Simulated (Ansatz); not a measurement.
Start from HfO$_{2}$ in the CdI2 type structure (space group P-3m1, No. 164; a = 3.208 Å, c = 4.515 Å; a hypothetical phase, not in the database extracts checked; layered, stacked along the Cartesian z axis).

Calculations: PBEsol-D3(BJ) (Ansatz, a program for electronic structure, PAW, no spin-orbit coupling).

Free-standing slabs (3 atom(s) a layer) normal to the stacking axis with 15 Å of vacuum; in-plane cell relaxed.

One change was made to it. Results:

```json
[
 {"quantity": "shortest interatomic distance", "base": "2.089 Å", "after": "2.092 Å"},
 {"quantity": "excess energy per area of both faces (slab less bulk energy over the cell's area: twice a surface energy)", "base": "–", "after": "0.48 J/m²"},
 {"quantity": "smallest direct gap", "base": "4.85 eV", "after": "5.08 eV"}
]
```

Task: What was done to the base?
(A) 4 layers
(B) 2 layers
(C) 1 layer

Result: C, 1 layer. For comparison, the excess energy per area of both faces in the other runs: 2 layers gives 0.53 J/m²; 4 layers gives 0.54 J/m².

The excess energy carries the mismatch between the slab's and the bulk's meshes. With Hf present, leaving out spin-orbit coupling can change the band edges. Whether these cells are dynamically stable was not tested.
